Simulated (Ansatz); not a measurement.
Consider SiSe$_{2}$ (space group Ibam, No. 72; a = 6.301 Å, b = 9.302 Å, c = 5.856 Å; made of chains). Axes: x, y, z lie along a, b, c of the conventional cell.

All numbers come from PBEsol (Ansatz, an electronic-structure program), without spin-orbit coupling.

For the base:

- Band gap = 1.65 eV
- Electron mass = 0.63 mₑ along a, 0.44 mₑ along b, 1.3 mₑ along c (at X)
- Shortest interatomic distance = 2.289 Å

One thing is altered: strain tensor (xx, yy, zz, yz, xz, xy) = (−0.36, −0.93, +1.33, −0.38, +0.49, −0.98) %, atoms relaxed at fixed cell.

Problem. How does this affect the stress?

Solution. The stress (xx, yy, zz, yz, xz, xy; compression positive) comes out as (0.11, 0.07, -1.22, 0.01, 0.00, 0.10) GPa.

Problem. What happens to the band gap?

Solution. The band gap remains 1.65 eV.

Problem. Predict the new largest internal atomic displacement.

Solution. The largest internal atomic displacement is 0.043 Å.

Problem. Predict the new electron mass.

Solution. The electron mass changes from 0.63 mₑ along a, 0.44 mₑ along b, 1.3 mₑ along c (at X) to 0.62 mₑ along x, 0.44 mₑ along y, 1.1 mₑ along z (at X).

Problem. How does this affect the shortest interatomic distance?

Solution. The shortest interatomic distance grows by 0.004 Å to 2.293 Å.

Effective masses come from finite differences of ±0.01 Å⁻¹. Whether these cells are dynamically stable was not tested. No dispersion term is included in the PBEsol runs.
